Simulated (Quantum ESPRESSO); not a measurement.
# Cost against accuracy: ecutwfc for Hf₃Ge (I4/mmm, 4 atoms in the cell)

```xyz
4
Lattice="-2.0940 2.0940 4.6381 2.0940 -2.0940 4.6381 2.0940 2.0940 -4.6381" Properties=species:S:1:pos:R:3 pbc="T T T"
Hf     0.0000     2.0940     2.3190
Hf     2.0940     0.0000     2.3190
Hf     0.0000     0.0000     4.6381
Ge     0.0000     0.0000     0.0000
```

Method of the run: PBEsol, PSlibrary PAW (PBE) pseudopotentials (plane waves; Quantum ESPRESSO).

Base settings: ecutwfc = 55 Ry; ecutrho = 330 Ry; occupations = smearing; smearing = methfessel-paxton; degauss = 0.0099958 Ry; input_dft = pbesol; potentials = {Hf: Hf.pbe-spn-kjpaw_psl.1.0.0.UPF, Ge: Ge.pbe-n-kjpaw_psl.1.0.0.UPF}; K_POINTS = automatic 8 8 8 0 0 0; conv_thr = 1e-10 Ry; mixing_beta = 0.7.

Misses are taken against the tightest run, 82 Ry (ecutrho: 330 Ry → 492 Ry), which need not be fully converged itself. The energy is the free energy per atom.

The count of work is k-points × plane waves × bands × iterations; it is no time, and leaves out set-up, grids and terms that scale otherwise. Core times come from one kind of shared machine and are given to one figure; runs under 30 s give none.

The starting cell comes from a database of computed structures (which also holds hypothetical and non-ambient phases and stackings), without a prior relaxation at this level. In the base run, with a pressure of about -6 GPa the cell is away from its equilibrium volume at this level.

```csv
ecutwfc,energy less reference (meV/atom),pressure less reference (GPa),count of work / reference,core time / reference (rough)
22 Ry (ecutrho: 330 Ry → 132 Ry),1320.91,-31.95,0.14,0.2
28 Ry (ecutrho: 330 Ry → 168 Ry),418.52,-10.01,0.22,0.3
33 Ry (ecutrho: 330 Ry → 198 Ry),193.11,-4.64,0.26,0.3
38 Ry (ecutrho: 330 Ry → 228 Ry),94.67,-2.40,0.27,0.5
44 Ry (ecutrho: 330 Ry → 264 Ry),42.07,-1.14,0.34,0.4
50 Ry (ecutrho: 330 Ry → 300 Ry),18.79,-0.45,0.40,0.6
55 Ry,10.61,-0.11,0.51,0.6
63 Ry (ecutrho: 330 Ry → 378 Ry),6.24,0.09,0.62,0.7
72 Ry (ecutrho: 330 Ry → 432 Ry),3.81,0.06,0.76,0.8
82 Ry (ecutrho: 330 Ry → 492 Ry),0.00,0.00,1.0,1
```

The last two settings still differ by 3.8 meV/atom, so the table cannot show that the reference is converged.

Smallest miss in the energy for at most 0.3 times the reference's count of work: 38 Ry (ecutrho: 330 Ry → 228 Ry), with a miss of 95 meV/atom at a count of 0.27.

The step from 22 Ry (ecutrho: 330 Ry → 132 Ry) to 72 Ry (ecutrho: 330 Ry → 432 Ry): it takes the miss in the energy from 1300 to 3.8 meV/atom, for 5.4 times the count of work and roughly 4 times the time.
